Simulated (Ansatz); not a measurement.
## Element substitutions in Lu

The reference is Lu in the hcp (Mg type) structure (space group P6_3/mmc, No. 194; a = 3.5043 Å, c = 5.4522 Å).

Each row replaces one element on all its sites; cell and atoms are relaxed.

Level of theory: r2SCAN (Ansatz, an electronic-structure program, PAW, no SOC).

```
variant  c/a ratio  lattice parameter a
-------  ---------  -------------------
base         1.556              3.504 Å
Lu → Y       1.547                  [?]
Lu → Ta      1.773              2.887 Å
Lu → Al        [?]              2.818 Å
```

Q: Complete the table.

A: 
- Lu → Y, lattice parameter a: 3.683 Å
- Lu → Al, c/a ratio: 1.653

Stability against distortions was not tested. For Ta and Al in this form, whether it has been made was not checked. The final runs are not spin-polarised. This is not the structure that Ta has at room temperature and ambient pressure. This is not the structure that Al has at room temperature and ambient pressure.
